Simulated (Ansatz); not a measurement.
# Effect of uniaxial strain ε_zz = +2.40 % on SnO2

Take SnO$_{2}$ in the rutile structure (space group P4_2/mnm, No. 136; a = 4.769 Å, c = 3.212 Å) as the base. Axes: x, y, z lie along a, b, c of the conventional cell.

One thing is altered: the cell is stretched by 2.40 % along z with no lateral relaxation; the atoms relax in the strained cell.

Method: PBEsol in Ansatz (plane waves to 420 eV, PAW, no spin-orbit coupling). Settings: 7×7×10 k-points, 0.05 eV Fermi–Dirac smearing.

Volume per atom: 12.47 Å³ (base 12.18 Å³)
Space group: P4_2/mnm (No. 136) (base P4_2/mnm (No. 136))
Shortest interatomic distance: 2.072 Å (base 2.066 Å)
Energy relative to the base (free energy F): +8.3 meV/atom
Pressure (mean of the normal stresses, compression positive): -51.3 kbar (base 0.0 kbar)
Band gap: 0.59 eV (base 0.92 eV)
Gap character: direct at Γ (base direct at Γ)
Width of the top valence band: 1.20 eV (base 1.24 eV)
Electron mass: 0.15 mₑ (at Γ) (base 0.17 mₑ along c, 0.19 mₑ across (at Γ))
Hole mass: 1.7 mₑ along z, 1.3 mₑ across (at Γ) (base 1.7 mₑ along c, 1.3 mₑ across (at Γ))
Valence-band top at Γ (three highest levels, from the VBM): 0.00, -0.72, -0.72 eV (base 0.00, -0.77, -0.77 eV)
Stress (xx, yy, zz, yz, xz, xy; compression positive): (-3.22, -3.22, -8.93, 0.00, 0.00, 0.00) GPa

Final structure:

```xyz
6
Lattice="4.7692 0.0000 0.0000 0.0000 4.7692 0.0000 0.0000 0.0000 3.2891" Properties=species:S:1:pos:R:3 pbc="T T T"
Sn     0.0000     0.0000     0.0000
Sn     2.3846     2.3846     1.6445
O      1.4650     1.4650     0.0000
O      3.8496     0.9196     1.6445
O      0.9196     3.8496     1.6445
O      3.3042     3.3042     0.0000
```

Effective masses come from finite differences of ±0.01 Å⁻¹. Whether these cells are dynamically stable was not tested.

Ansatz is a program for electronic structure.
